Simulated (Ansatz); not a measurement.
# Sc: x(Ca) = 0.25, 8 atoms, P2_1/m

Consider Sc in the hcp (Mg type) structure (space group P6_3/mmc, No. 194; a = 3.329 Å, c = 5.192 Å).

The other end (x = 1) is Ca in the hcp (Mg type) structure (space group P6_3/mmc, No. 194; a model cell): 43.41 Å³/atom, gap zero; this end may not be an ambient phase.

Now apply this change: Ca replaces 25.0 % of the Sc, ordered in a cell of 8 atoms (starting symmetry P2_1/m) and fully relaxed.

Level of theory: r2SCAN/PAW in Ansatz (an electronic-structure program), spin-orbit coupling left out. Settings: 6×14×6 k-points, 0.05 eV Fermi–Dirac smearing, for the changed cell.

| quantity | base | changed | shift |
|---|---|---|---|
| volume per atom | 24.92 Å³ | 28.21 Å³ | +3.29 Å³ |
| density | 3.00 g/cm³ | 2.57 g/cm³ | -0.421 g/cm³ |
| shortest interatomic distance | 3.230 Å | 3.112 Å | -0.118 Å |
| band gap | zero | zero | – |
| mixing energy (to 0.01 eV only: unlike meshes or grids) | – | +0.13 eV/atom | – |
| deviation of the volume from the linear (Vegard-type) interpolation | – | -4.5 % | – |

Final structure:

```yaml
crystal:
  lattice:
    - [7.98166, 0.00000, 0.00000]
    - [0.00000, 3.43490, 0.00000]
    - [-0.46304, 0.00000, 8.23302]
  atoms:
    - { symbol: Sc, position: [0.59012, 0.75000, 0.64046] }
    - { symbol: Sc, position: [0.84964, 0.25000, 0.43145] }
    - { symbol: Sc, position: [0.09209, 0.75000, 0.18647] }
    - { symbol: Ca, position: [0.32131, 0.25000, 0.90037] }
    - { symbol: Sc, position: [0.40988, 0.25000, 0.35954] }
    - { symbol: Ca, position: [0.67869, 0.75000, 0.09963] }
    - { symbol: Sc, position: [0.90791, 0.25000, 0.81353] }
    - { symbol: Sc, position: [0.15036, 0.75000, 0.56855] }
```

These are small ordered cells, not random alloys; other orderings at the same x differ. Stability against distortions was not tested. The final runs are not spin-polarised. CaSc3 has a high density of states at the Fermi level and may be magnetic at this level. This is not the structure that Ca has at room temperature and ambient pressure.
